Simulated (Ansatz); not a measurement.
## Pressure series in Al2O3

Base system: Al2O3 in the corundum structure (space group R-3c, No. 167; a = 4.809 Å, c = 13.124 Å (hexagonal axes)).

Cell and atoms are relaxed at each pressure.

Method: PBE (Ansatz, a first-principles code, PAW, no spin-orbit coupling).

Notes on the quantities. enthalpy: H = E + PV relative to the base's energy.

```json
[
 {"variant": "base", "enthalpy": "–", "shortest interatomic distance": "1.874 Å"},
 {"variant": "pressure −2 GPa", "enthalpy": "-0.11 eV/atom", "shortest interatomic distance": "1.880 Å"},
 {"variant": "pressure −1 GPa", "enthalpy": "-0.05 eV/atom", "shortest interatomic distance": "1.877 Å"},
 {"variant": "pressure 0.9 GPa", "enthalpy": "+0.05 eV/atom", "shortest interatomic distance": "1.872 Å"},
 {"variant": "pressure 2.1 GPa", "enthalpy": "+0.11 eV/atom", "shortest interatomic distance": "1.869 Å"},
 {"variant": "pressure 4.5 GPa", "enthalpy": "+0.24 eV/atom", "shortest interatomic distance": "1.862 Å"},
 {"variant": "pressure 9 GPa", "enthalpy": "+0.48 eV/atom", "shortest interatomic distance": "1.852 Å"},
 {"variant": "pressure 15 GPa", "enthalpy": "+0.80 eV/atom", "shortest interatomic distance": "1.838 Å"},
 {"variant": "pressure 22.5 GPa", "enthalpy": "+1.18 eV/atom", "shortest interatomic distance": "1.823 Å"},
 {"variant": "pressure 30 GPa", "enthalpy": "+1.55 eV/atom", "shortest interatomic distance": "1.809 Å"}
]
```

Load acts through the strain it causes; cell and atoms are relaxed under it. Stability against distortions was not tested. Competing high-pressure phases were not computed.
